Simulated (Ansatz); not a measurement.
## wurtzite GaN (P6_3mc), biaxial stress in the basal plane: does the functional matter?

Space group P6₃mc (No. 186); a = b = 3.183 Å, c = 5.185 Å, α = β = 90.00°, γ = 120.00°

```json
[
 {"atom": "Ga", "site": "2b", "symmetry": "3m.", "x": "0.6667", "y": "0.3333", "z": "0.4992"},
 {"atom": "N", "site": "2b", "symmetry": "3m.", "x": "0.3333", "y": "0.6667", "z": "0.3758"}
]
```

The cells are shared (cell and atoms relaxed with PBEsol, then loaded; tension negative); 2 levels in Ansatz (a program for electronic structure). SOC is spin-orbit coupling.

```json
[
 {"Level": "PBE+SOC", "gap at -16.00 GPa (eV)": "1.359", "gap unloaded (eV)": "1.930", "gap at 12.00 GPa (eV)": "1.995"},
 {"Level": "r2SCAN+SOC", "gap at -16.00 GPa (eV)": "1.750", "gap unloaded (eV)": "2.348", "gap at 12.00 GPa (eV)": "2.420"}
]
```

Question: Which carries over between levels, the gap or its change?

Answer: Shifts from the unloaded gap: PBE+SOC -0.571 and 0.065 eV; r2SCAN+SOC -0.598 and 0.072 eV. The unloaded gaps spread over 0.418 eV and the shifts over 0.027 eV, so the levels agree better on the shift. Adding the shifts of PBE+SOC to the unloaded gap of r2SCAN+SOC gives 1.777 and 2.413 eV, against 1.750 and 2.420 eV computed. Rough cost of r2SCAN+SOC against PBE+SOC: within a factor of 2.

 Gaps are resolved to about 0.01 eV; the mean electron masses of the levels agree within half at each load. Every relaxation keeps the wurtzite phase, so a transition, a distortion that breaks the symmetry or fracture can't show.
